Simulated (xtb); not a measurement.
xtb 6.7.1, GFN1-xTB: Sr(Br)(nacnac)(NH3)2 (CC1=CC(C)=[N](C)->[Sr](<-[NH3])(<-[NH3])([Br])[N]1C), 32 atoms. The geometry is a generated start, not checked to be a minimum at this level.

```json
{
 "method": "GFN1-xTB",
 "--acc": "1 (default)",
 "--etemp (K)": "300 (default)",
 "detailed input (--input)": "none: ANC optimiser, Lindh (1995) Hessian, microcycle=20, maxdispl=1.0, hlow=0.01 (default)",
 "basis_functions": "102",
 "valence_electrons": "76"
}
```

The structure is relaxed from this start with --opt LEVEL for the levels crude, sloppy, loose, lax, normal, tight, vtight, extreme, once each. Up to the end of the extreme run atoms move by at most 1.6 Å along an axis.

Problem. Choose the cheapest level whose final energy lies within 1 meV of that of extreme.

Solution. tight: 87 cycles against 94, ending 0.076 meV above.

| level | cycles | energy above the extreme run (meV) | gradient norm (eV/Å) |
|---|---|---|---|
| crude | 9 | 270 | 0.45 |
| sloppy | 43 | 15 | 0.14 |
| loose | 46 | 9.6 | 0.12 |
| lax | 54 | 4.3 | 0.066 |
| normal | 62 | 2.6 | 0.020 |
| tight | 87 | 0.076 | 0.0050 |
| vtight | 94 | under 0.01 | 0.0029 |
| extreme | 94 | — | 0.0029 |
